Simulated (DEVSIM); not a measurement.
abrupt Ge p-n junction

Structure: abrupt Ge p-n junction, at 250 K.

```csv
layer (left to right),material,thickness (μm),Nd (cm⁻³),Na (cm⁻³),τn (s),τp (s)
1,Ge,34.0,-,3e16,0.00027,0.00027
2,Ge,200,1.3e17,-,0.00027,0.00027
```

Left contact: ohmic. Right contact: ohmic. Voltage is applied to the left contact. Recombination: SRH at mid-gap, Auger. Mobility is constant in doping.

Constants are typed, rounded textbook-type inputs, not results; the design itself was drawn at random and stands for no fabricated device. Values at 300 K; Nc and Nv go as T^1.5, mobilities as T to minus their exponent, the gap by Varshni's rule with the affinity fixed.

| parameter | Ge |
|---|---|
| gap (eV) | 0.664 |
| affinity (eV) | 4 |
| permittivity | 16 |
| Nc (cm⁻³) | 1.04e19 |
| Nv (cm⁻³) | 6e18 |
| μn (cm²/Vs) | 3900 |
| μp (cm²/Vs) | 1900 |
| T exponent of μn | 1.66 |
| T exponent of μp | 2.33 |
| Cn (cm⁶/s) | 1e-31 |
| Cp (cm⁶/s) | 1e-31 |
| Varshni α (eV/K) | 0.000477 |
| Varshni β (K) | 235 |

Simulated with DEVSIM: 1D drift-diffusion, Boltzmann statistics, complete ionisation; no tunnelling, impact ionisation, image-force lowering or self-heating.

```
Item                                                Value
---------------------------------------------  ----------
Potential step across the device at zero bias     0.486 V
Largest field in the device at zero bias       49000 V/cm
Dark forward voltage at 1 A/cm²                   0.345 V
Dark forward voltage at 100 A/cm²                 0.469 V
```

Dark forward current:

```tsv
V (V)	J (A/cm²)
0.05	1.0e-6
0.10	1.2e-5
0.15	0.00012
0.20	0.0012
0.25	0.012
0.30	0.13
0.35	1.3
0.45	66
0.50	200
0.55	410
0.60	700
0.65	1100
0.70	1500
0.75	2100
```
